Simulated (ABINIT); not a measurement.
ABINIT run on Al3Sc (Pm-3m, 4 atoms in the cell): self-consistent single point.

Computed with PBEsol, norm-conserving pseudopotentials (PseudoDojo nc-sr-04 PBEsol standard) (plane waves; ABINIT 10.0.3).

```yaml
crystal:
  lattice:
    - [4.02579, 0.00000, 0.00000]
    - [0.00000, 4.02579, 0.00000]
    - [0.00000, 0.00000, 4.02579]
  atoms:
    - { symbol: Sc, position: [0.00000, 0.00000, 0.00000] }
    - { symbol: Al, position: [0.00000, 0.50000, 0.50000] }
    - { symbol: Al, position: [0.50000, 0.00000, 0.50000] }
    - { symbol: Al, position: [0.50000, 0.50000, 0.00000] }
```

Reference input (self-consistent single point, DFT, PBE, plane waves, norm-conserving pseudopotentials (PseudoDojo nc-sr-05 PBE standard)): pseudos = [Sc.upf, Al.upf]; ecut = 39 Ha; occopt = 3; tsmear = 0.136 eV; ngkpt = 7 7 7; nshiftk = 1; shiftk = 0 0 0; potentials = PseudoDojo nc-sr-05 PBE standard; nband = 15; kptopt = 1; nstep = 80; toldfe = 1e-09 Ha. This run's input differs from it in these lines:

```diff
@@ -1,2 +1,2 @@
-# Al3Sc, PseudoDojo nc-sr-05 PBE standard
+# Al3Sc, PseudoDojo nc-sr-04 PBEsol standard
 pp_dirpath "./"
```

Its files differ too (potentials: PseudoDojo nc-sr-05 PBE standard → PseudoDojo nc-sr-04 PBEsol standard).

Output, abridged:

```
--- !BeginCycle
solver: {iscf: 7, nstep: 80, nline: 4, wfoptalg: 0, }
tolerances: {toldfe: 1.00E-09, }
...

     iter   Etot(hartree)      deltaE(h)  residm     vres2
 ETOT  1  -55.278205090273    -5.528E+01 1.051E-01 4.892E+01
 ETOT  2  -55.269427144934     8.778E-03 6.804E-02 5.864E+02
 ETOT  3  -55.342552709286    -7.313E-02 6.607E-03 9.999E+01
 ETOT  4  -55.356921871905    -1.437E-02 4.651E-03 2.805E-01
 ETOT  5  -55.356987868362    -6.600E-05 1.417E-03 1.004E-02
 ETOT  6  -55.356989889443    -2.021E-06 1.394E-03 2.978E-03
 ETOT  7  -55.356990337093    -4.476E-07 4.477E-04 8.202E-05
 ETOT  8  -55.356990351956    -1.486E-08 4.198E-04 5.945E-07
 ETOT  9  -55.356990352264    -3.084E-10 3.527E-04 2.774E-09
 ETOT 10  -55.356990352288    -2.363E-11 8.510E-04 4.496E-09
 At SCF step   10, etot is converged :
  for the second time, diff in etot=  2.363E-11 < toldfe=  1.000E-09

 Cartesian components of stress tensor (hartree/bohr^3)
  sigma(1 1)= -1.11252525E-04  sigma(3 2)=  0.00000000E+00
  sigma(2 2)= -1.11252525E-04  sigma(3 1)=  0.00000000E+00
  sigma(3 3)= -1.11252525E-04  sigma(2 1)=  0.00000000E+00

 ----iterations are completed or convergence reached----

 reduced coordinates (array xred) for    4 atoms
       0.000000000000      0.000000000000      0.000000000000
       0.000000000000      0.500000000000      0.500000000000
       0.500000000000      0.000000000000      0.500000000000
       0.500000000000      0.500000000000      0.000000000000
 cartesian forces (eV/Angstrom) at end:
    1     -0.00000000000000    -0.00000000000000    -0.00000000000000
   [... lines left out ...]
 Fermi (or HOMO) energy (hartree) =   0.31792   Average Vxc (hartree)=  -0.38413
   [... lines left out ...]
total_energy        : -5.53569903522878E+01
total_energy_eV     : -1.50634031381042E+03
band_energy         : -4.95685460349387E+00
...

-Cartesian components of stress tensor (GPa)         [Pressure=  3.2732E+00 GPa]
- sigma(1 1)= -3.27316174E+00  sigma(3 2)=  0.00000000E+00
- sigma(2 2)= -3.27316174E+00  sigma(3 1)=  0.00000000E+00
- sigma(3 3)= -3.27316174E+00  sigma(2 1)=  0.00000000E+00

 Calculation completed.
```

The run converged in 10 iterations. Against the reference run the pressure goes from 5.61 to 3.27 GPa.

The starting cell has typed, rounded lattice constants, without a prior relaxation at this level. Its lattice was rescaled by a random factor within 2.5 % of one. With a pressure of about 3 GPa the cell is away from its equilibrium volume at this level.

Cost on one core of a shared machine: roughly 80 s.
